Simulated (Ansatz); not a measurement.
The starting structures come from a database of crystals and need not be the phases stable at ambient conditions.

Given:

```
ZrBrN
1.0
    5.46337     0.00000     0.00564
    0.00000     8.68153     0.00000
   -2.37769     0.00000     2.70583
Zr Br N
2 2 2
Direct
  0.50000   0.10169   0.50000
  0.00000   0.89831   0.50000
  0.00000   0.65795   0.00000
  0.50000   0.34205   0.00000
  0.00000   0.03299   0.00000
  0.50000   0.96701   0.00000
```

Space group of this cell: Pmmn. The cell was relaxed by PBE-D3(BJ); by r2SCAN its mean pressure is 1.1 GPa.

Transport runs along the normal of the first two printed cell vectors.

The gap is the functional's own, uncorrected, and κ follows it; spin-orbit coupling is left out. Mid-gap values are interpolated between the computed energies.

### Question
State the band gap and the smallest decay constant κ at mid-gap according to r2SCAN run with Ansatz (a quantum-chemistry and plane-wave program).

### Answer
Gap 2.20 eV on a 12×4×12 mesh; κ = 0.216 1/Å, at the zone centre.
